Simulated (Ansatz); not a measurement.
Consider BeSe in the zinc blende structure (space group F-43m, No. 216; a = 5.129 Å). Axes: x, y, z lie along the cube axes.

Levels (all Ansatz, a quantum-chemistry and plane-wave program, PAW): PBEsol (420 eV, spin-orbit coupling left out); HSE06 (420 eV, no spin-orbit coupling).

Its gap is 2.47 eV with PBEsol and 3.45 eV with HSE06.

Perturbation: compressive biaxial strain of 0.65 % in the plane normal to [001], as in epitaxy on a mismatched substrate; the out-of-plane cell vector and the atoms relax.

With PBEsol the gap becomes 2.40 eV.

Task: If the HSE06 correction stayed the same, what would the HSE06 gap be, and what does the HSE06 run give?

Result: A rigid correction of +0.98 eV gives 3.38 eV. The HSE06 run gives 3.38 eV, so the two effects roughly add.

Single points use the geometry relaxed with PBEsol. HSE06 was sampled on its mesh, a few special points and the semilocal edge points, so its gap is an upper bound. Whether these cells are dynamically stable was not tested.
